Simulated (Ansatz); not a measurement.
Density of states of LaCuSeO (P4/nmm) above the conduction band minimum, PBEsol, rigid bands run with Ansatz (a quantum-chemistry and plane-wave program); cell volume 139.3 Å³.

(energy from edge (eV), 10⁻³ states/eV/cell): (0.006, 69.7); (0.031, 151); (0.056, 223); (0.081, 254); (0.106, 262); (0.131, 271); (0.156, 285); (0.181, 289); (0.206, 308); (0.231, 324); (0.256, 351); (0.281, 379); (0.319, 423); (0.344, 458); (0.369, 492); (0.394, 527); (0.419, 565); (0.444, 612); (0.469, 668); (0.494, 745); (0.519, 886); (0.544, 1040); (0.569, 1240); (0.594, 1560)

What effective density of states at 300 K does this give (∫ g(E) exp(−E/k_BT) dE, both spins, divided by the cell's size)?

2.3e19 cm⁻³, a density-of-states mass of 0.95 mₑ, valleys and band degeneracy included.

Spin-orbit coupling is left out. Geometry: cell and atoms relaxed with PBEsol.

Formula and space group known from diffraction (Crystallography Open Database), not checked to be the room-temperature form: LaCuSeO (P4/nmm).
